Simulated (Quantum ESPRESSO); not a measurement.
Worked example: self-consistent single point of Sr2RuN2 (Immm, 5 atoms in the cell) in Quantum ESPRESSO.

Method: PBEsol, GBRV 1.5 ultrasoft (PBESOL) pseudopotentials (plane waves; Quantum ESPRESSO 7.5).

```xyz
5
Lattice="1.9626 1.9718 6.3503 -1.9626 1.9718 6.3503 -1.9626 -1.9718 6.3503" Properties=species:S:1:pos:R:3 pbc="T T T"
Sr     0.0000     0.0000     1.8067
Sr     0.0000     0.0000    10.8939
Ru     0.0000     0.0000     6.3503
N      0.0000     0.0000     8.1855
N      0.0000     0.0000     4.5151
```

Reference input (self-consistent single point, DFT, PBEsol, plane waves, GBRV 1.5 ultrasoft (PBESOL) pseudopotentials): ecutwfc = 40 Ry; ecutrho = 320 Ry; occupations = smearing; smearing = fd; degauss = 0.0073499 Ry; potentials = {Sr: sr_pbesol_v1.uspp.F.UPF, Ru: ru_pbesol_v1.2.uspp.F.UPF, N: n_pbesol_v1.2.uspp.F.UPF}; K_POINTS = automatic 7 7 7 0 0 0; conv_thr = 1e-10 Ry. This run's input differs from it in these lines:

```diff
@@ -15,4 +15,4 @@
    ntyp = 3
-   ecutwfc = 40
-   ecutrho = 320
+   ecutwfc = 36
+   ecutrho = 288
    occupations = 'smearing'
```

Output (repeated stretches shortened):

```
     Self-consistent Calculation

     iteration #  1     ecut=    36.00 Ry     beta= 0.70

     negative rho (up, down):  1.997E-01 0.000E+00

     total energy              =    -374.04210132 Ry
     estimated scf accuracy    <       1.47489535 Ry

     iteration #  2     ecut=    36.00 Ry     beta= 0.70

     negative rho (up, down):  2.003E-01 0.000E+00

     total energy              =    -373.50921485 Ry
     estimated scf accuracy    <       6.62140738 Ry

     iteration #  3     ecut=    36.00 Ry     beta= 0.70

     negative rho (up, down):  2.024E-01 0.000E+00

     total energy              =    -374.38421697 Ry
     estimated scf accuracy    <       2.39768169 Ry

   [... 7 blocks of this kind left out ...]

     iteration # 11     ecut=    36.00 Ry     beta= 0.70

     negative rho (up, down):  2.052E-01 0.000E+00

     total energy              =    -374.72893430 Ry
     estimated scf accuracy    <          1.4E-09 Ry

     iteration # 12     ecut=    36.00 Ry     beta= 0.70

     negative rho (up, down):  2.052E-01 0.000E+00
     End of self-consistent calculation

     the Fermi energy is     9.9661 ev

!    total energy              =    -374.72893430 Ry
     estimated scf accuracy    <          8.5E-11 Ry
     smearing contrib. (-TS)   =      -0.00385526 Ry
     internal energy E=F+TS    =    -374.72507904 Ry

     convergence has been achieved in  12 iterations

     negative rho (up, down):  2.052E-01 0.000E+00

     Forces acting on atoms (cartesian axes, Ry/au):

     atom    1 type  1   force =     0.00000000   -0.00000000   -0.00026558
     atom    2 type  1   force =     0.00000000   -0.00000000    0.00026558
     atom    3 type  2   force =     0.00000000    0.00000000    0.00000000
     atom    4 type  3   force =     0.00000000   -0.00000000   -0.02109205
     atom    5 type  3   force =     0.00000000   -0.00000000    0.02109205

     Total force =     0.029831     Total SCF correction =     0.000009

     negative rho (up, down):  2.052E-01 0.000E+00
          total   stress  (Ry/bohr**3)                   (kbar)     P=      -49.46
  -0.00026247   0.00000000   0.00000000          -38.61        0.00        0.00
   0.00000000  -0.00027778   0.00000000            0.00      -40.86        0.00
   0.00000000  -0.00000000  -0.00046834            0.00       -0.00      -68.90

   JOB DONE.
```

The run converged in 12 iterations. Against the reference run the free energy goes up by 3.8 meV/atom, the pressure goes from -4.63 to -4.95 GPa and the largest force moves little (0.551 to 0.542 eV/Å).

The starting cell comes from a database of computed structures (which also holds hypothetical and non-ambient phases and stackings), without a prior relaxation at this level. Spin polarisation is off.

Cost on one core of a shared machine: roughly 4 min.
